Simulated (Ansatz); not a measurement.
A computed series for SnS2: thickness series

Consider SnS2 in the CdI2 type structure (space group P-3m1, No. 164; a = 3.626 Å, c = 5.573 Å; layered, stacked along the Cartesian z axis).

Free-standing slabs (3 atom(s) a layer) normal to the stacking axis with 15 Å of vacuum; in-plane cell relaxed.

Method: DFT with PBEsol-D3(BJ), PAW potentials and a 420 eV plane-wave cutoff in Ansatz (a quantum-chemistry and plane-wave program), spin-orbit coupling left out.

Notes on the quantities. excess energy per area of both faces: slab less bulk energy over the cell's area: twice a surface energy.

```csv
case,excess energy per area of both faces,gap character,band gap,thickness between the outermost nuclei
base,–,–,0.96 eV,–
1 layer,0.51 J/m²,"indirect, Γ–M (23 % along) → M",1.52 eV,2.96 Å
2 layers,0.53 J/m²,"indirect, K–Γ (60 % along) → M",1.44 eV,8.53 Å
3 layers,0.53 J/m²,"indirect, K–Γ (70 % along) → k = (0, 0.455, 0) in the run's primitive reciprocal basis",1.31 eV,14.11 Å
```

Slab and bulk use different k-meshes, which limits the precision of the excess energy. Whether these cells are dynamically stable was not tested.
